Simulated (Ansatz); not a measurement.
**Effect of biaxial strain −2.50 %, plane normal [001], relaxed out of plane on Hf**

The reference is Hf in the hcp (Mg type) structure (space group P6_3/mmc, No. 194; a = 3.1983 Å, c = 5.0488 Å; relaxed with 0.1 eV smearing). Axes: x lies along a and z along c of the hexagonal cell.

One thing is altered: biaxial strain −2.50 %, plane normal [001], relaxed out of plane (Cartesian); in-plane vectors clamped, the third vector and the atoms free.

All numbers come from r2SCAN (Ansatz, a program for electronic structure), no spin-orbit coupling. Γ-centred 21×21×12 mesh, Fermi–Dirac width 0.1 eV.

| quantity | base | changed | shift |
|---|---|---|---|
| volume per atom | 22.36 Å³ | 21.61 Å³ | -0.75 Å³ |
| space group | P6_3/mmc (No. 194) | P6_3/mmc (No. 194) | – |
| shortest interatomic distance | 3.128 Å | 3.118 Å | -0.0093 Å |
| pressure (mean of the normal stresses, compression positive) | 0.0 GPa | 4.0 GPa | +4.0 GPa |
| band gap | zero | zero | – |
| out-of-plane strain | – | +1.66 % | – |
| ratio −ε⊥/ε∥ | – | 0.66 | – |
| mean in-plane stress (compression positive) | – | +5.9 GPa | – |

Final structure (turned so that z lies along the plane normal):

```
CELL_PARAMETERS angstrom
      3.11833     0.00000     0.00000
      1.55917     2.70056     0.00000
      0.00000     0.00000     5.13259
ATOMIC_POSITIONS crystal
  Hf 0.66667 0.66667 0.75000
  Hf 0.33333 0.33333 0.25000
```

Cost of the whole job for the changed cell (relaxation, final SCF and bands): roughly 2.5 core-minutes.

No phonon test of stability was made. The final runs are not spin-polarised.
